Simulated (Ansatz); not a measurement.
Consider this model of amorphous Si₁₀Al₁₆O₄₄.

```xyz
70
Lattice="9.9181 -0.1589 -0.0420 -0.1589 9.9475 -0.0303 -0.0420 -0.0303 9.8566" Properties=species:S:1:pos:R:3 pbc="T T T"
Si     4.6651     2.2724     0.6947
Si     3.3973     9.2473     0.9272
Si     3.8456     4.1904     6.0059
Si     5.6436     7.4332     9.7856
Si     0.0976     4.9744     2.5082
Si     4.5489     1.9750     7.6869
Si     9.2334     5.2681     5.2706
Si     6.7263     6.4627     4.5782
Si     3.0355     0.2786     3.6065
Si     6.1510     1.1273     3.9686
Al     8.8831     7.2198     1.1596
Al     9.3940     3.1072     0.2660
Al     2.6856     3.2415     3.0028
Al     7.4044     8.9995     4.4468
Al     9.4436     2.8074     7.4638
Al     7.0559     1.3482     9.2405
Al     3.8430     6.7357     7.6451
Al     9.6137     7.7461     3.7009
Al     8.6104     0.3384     1.7364
Al     1.3597     4.8057     7.6965
Al     9.5463     9.7303     6.3891
Al     2.6804     9.5188     6.6125
Al     5.9145     9.1026     6.8470
Al     7.9601     8.4837     8.8024
Al     1.1720     7.9446     8.6469
Al     5.2970     3.9586     3.3709
O      3.7424     3.9247     4.3420
O      4.6400     0.6923     3.6137
O      4.3149     2.8633     9.0638
O      9.0648     4.5918     1.1538
O      1.5698     4.3559     2.3358
O      9.4187     1.8129     1.3927
O      4.6380     6.3310     9.1822
O      0.1508     6.7900     5.1019
O      2.4106     3.9340     6.6619
O      7.9521    -0.0306     0.0656
O      4.3495     5.6849     6.3374
O      3.7707     0.9181     0.7651
O      2.3754     9.5074     4.9159
O      7.7484     7.3536     3.5843
O      8.2000     2.6035     8.7356
O      5.7863     5.5984     3.6022
O      6.2496     2.0088     0.7870
O      9.8212     1.4847     6.5133
O      8.0585     9.1716     7.1928
O      9.3772     4.3556     3.9090
O      0.6322     3.6508     8.8426
O      2.3738     8.6100     9.6743
O      4.2530     3.3214     1.9509
O      6.2346     8.1610     8.3977
O      2.2101     1.6318     3.2977
O      4.8825     8.5241     0.8836
O      4.9342     3.0589     6.5185
O      6.3838     2.7041     3.8521
O      1.0391     9.0491     7.2533
O      6.5224     0.3257     5.3887
O      9.2631     8.7458     2.0748
O      4.0618     8.4412     7.0297
O      2.7262     9.0799     2.4041
O      1.9926     6.4386     8.0163
O      7.1908     7.1484     0.5561
O      9.7149     4.4574     6.6442
O      9.4560     7.5514     9.3096
O      6.2655     7.8264     5.4182
O      5.8574     0.9178     7.9437
O      7.2902     0.2534     3.0679
O      0.1179     6.6460     2.4120
O      7.6290     5.5049     5.5518
O      3.2891     1.1056     7.2741
O      9.1681     9.1717     4.7420
```

The numbers are results of PBE, scalar-relativistic without spin-orbit coupling (plane waves to 420 eV, PAW; Ansatz, a program for electronic structure), not measurements.

A CHGNet melt-quench gave the starting glass, which DFT then relaxed. O atoms were pushed apart under 1.9 Å during the dynamics, to hinder bonds among them. The hot cell started wider than the set density and was brought back towards it in steps. It is the lowest in DFT energy of 2 quenches. It is a model cell: composition and starting density were chosen by hand, and all elements were melted together. No dispersion term was used. Its density started from a set value of 2.35 and ended at 2.42 g/cm³. Cooling (nominally 83 K/ps over its main leg) ran many orders faster than in experiment, which tends to leave more defects and strain. Values belong to this one cell and scatter from quench to quench. Volume and shape were free in the relaxation.

Cut-offs for bonds: Si-Si 2.60 Å, Si-Al 2.55 Å, Si-O 1.92 Å, Al-Al 2.66 Å, Al-O 2.38 Å, O-O 1.58 Å. Two cations that share two anions don't count as bonded, nor two that share one unless they lie closer than Si-Si 2.38 Å, Si-Al 2.48 Å, Al-Al 2.59 Å.

Give the coordination numbers, mean bond lengths and angles.


| Property | Result |
|---|---|
| Mean coordination of Si by anions | 4.00 (10 with 4) |
| Mean coordination of Al by anions | 4.31 (12 with 4, 3 with 5, 1 with 6) |
| Mean coordination of O | 2.48 (23 with 2, 21 with 3) |
| Mean Al-O bond | 1.828 Å (spread 0.100 Å, 69 counted) |
| Mean Si-O bond | 1.641 Å (spread 0.030 Å, 40 counted) |
| Bond angle at Si | mean 109.3°, spread 6.0° |
| Bond angle at Al | mean 107.5°, spread 19.7° |
| Bond angle at O | mean 121.3°, spread 20.8° |

List the pairs of like atoms that count as bonded by the rules above.

There are none by these rules.

What Bader charges do the atoms carry, from a run on the zone centre alone?

Means (range): Si +3.26 e (+3.25 to +3.28), Al +2.54 e (+2.52 to +2.56), O -1.66 e (-1.70 to -1.64).
| atom | charge (e) |
|---|---|
| Si1 | +3.26 |
| Si2 | +3.28 |
| Si3 | +3.26 |
| Si4 | +3.26 |
| Si5 | +3.26 |
| Si6 | +3.26 |
| Si7 | +3.25 |
| Si8 | +3.25 |
| Si9 | +3.28 |
| Si10 | +3.26 |
| Al11 | +2.53 |
| Al12 | +2.53 |
| Al13 | +2.54 |
| Al14 | +2.53 |
| Al15 | +2.52 |
| Al16 | +2.53 |
| Al17 | +2.53 |
| Al18 | +2.55 |
| Al19 | +2.54 |
| Al20 | +2.53 |
| Al21 | +2.54 |
| Al22 | +2.54 |
| Al23 | +2.56 |
| Al24 | +2.53 |
| Al25 | +2.54 |
| Al26 | +2.54 |
| O27 | -1.69 |
| O28 | -1.67 |
| O29 | -1.64 |
| O30 | -1.65 |
| O31 | -1.65 |
| O32 | -1.64 |
| O33 | -1.64 |
| O34 | -1.64 |
| O35 | -1.65 |
| O36 | -1.70 |
| O37 | -1.64 |
| O38 | -1.66 |
| O39 | -1.65 |
| O40 | -1.68 |
| O41 | -1.70 |
| O42 | -1.64 |
| O43 | -1.65 |
| O44 | -1.65 |
| O45 | -1.67 |
| O46 | -1.65 |
| O47 | -1.68 |
| O48 | -1.66 |
| O49 | -1.68 |
| O50 | -1.69 |
| O51 | -1.64 |
| O52 | -1.65 |
| O53 | -1.65 |
| O54 | -1.64 |
| O55 | -1.70 |
| O56 | -1.67 |
| O57 | -1.66 |
| O58 | -1.68 |
| O59 | -1.64 |
| O60 | -1.69 |
| O61 | -1.66 |
| O62 | -1.68 |
| O63 | -1.70 |
| O64 | -1.66 |
| O65 | -1.68 |
| O66 | -1.68 |
| O67 | -1.68 |
| O68 | -1.65 |
| O69 | -1.65 |
| O70 | -1.68 |
